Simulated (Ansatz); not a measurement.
**Cu, response to strain**

Base system: Cu in the fcc (Cu type) structure (space group Fm-3m, No. 225; relaxed with 0.1 eV smearing).

```
CELL_PARAMETERS angstrom
      0.00000     1.78838     1.78838
      1.78838     0.00000     1.78838
      1.78838     1.78838     0.00000
ATOMIC_POSITIONS crystal
  Cu 0.00000 0.00000 0.00000
```

Cartesian axes are those of the cell as printed.

Strains are applied to the cell and any free atomic positions relax; under biaxial strain the out-of-plane vector relaxes too.

Level of theory: r2SCAN (Ansatz, a program for electronic structure), spin-orbit coupling left out.

Notes on the quantities. pressure: mean of the normal stresses, compression positive; energy relative to the base: free energy F.

```tsv
case	ratio −ε⊥/ε∥	pressure	energy relative to the base
base	–	0.0 GPa	0 meV/atom
biaxial strain +0.42 %, plane normal [111], relaxed out of plane	–	-0.9 GPa	+0.4 meV/atom
biaxial strain +0.83 %, plane normal [111], relaxed out of plane	0.71	…	+1.5 meV/atom
biaxial strain +1.25 %, plane normal [111], relaxed out of plane	0.71	-2.4 GPa	+3.3 meV/atom
biaxial strain +1.67 %, plane normal [111], relaxed out of plane	0.71	-3.1 GPa	+5.8 meV/atom
biaxial strain +2.08 %, plane normal [111], relaxed out of plane	0.72	…	+8.9 meV/atom
biaxial strain +2.50 %, plane normal [111], relaxed out of plane	0.72	-4.4 GPa	…
```

Q: Complete the table.

A: 
- biaxial strain +0.83 %, plane normal [111], relaxed out of plane, pressure: -1.7 GPa
- biaxial strain +2.08 %, plane normal [111], relaxed out of plane, pressure: -3.8 GPa
- biaxial strain +2.50 %, plane normal [111], relaxed out of plane, energy relative to the base: +13 meV/atom

Stability against distortions was not tested. The final runs are not spin-polarised.
